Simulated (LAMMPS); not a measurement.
Melts of Si (diamond structure) cooled to 300 K at several rates.

Computed with classical MD, pair style meam, file library.meam (library.meam-Si) (LAMMPS).

```tsv
cooling rate (K/s)	energy above the crystal	state	density	coordination number	rough cost
3e+12	0.304 eV/atom	glass	2.37 g/cm³ (one sample)	5.50 (counted to 3.14 Å)	17 core-minutes
1e+13	0.328 eV/atom	glass	2.39 g/cm³ (one sample)	5.67 (counted to 3.14 Å)	5 core-minutes
1e+14	0.357 eV/atom	glass	2.46 g/cm³ (one sample)	6.27 (counted to 3.18 Å)	2.5 core-minutes
```

Costs are rough and include melting and analysis.

Caution: the potential MEAM library.meam-Si is a first-neighbour MEAM set with a 4 Å cutoff, used here without a parameter file and away from the static properties it was fitted to.
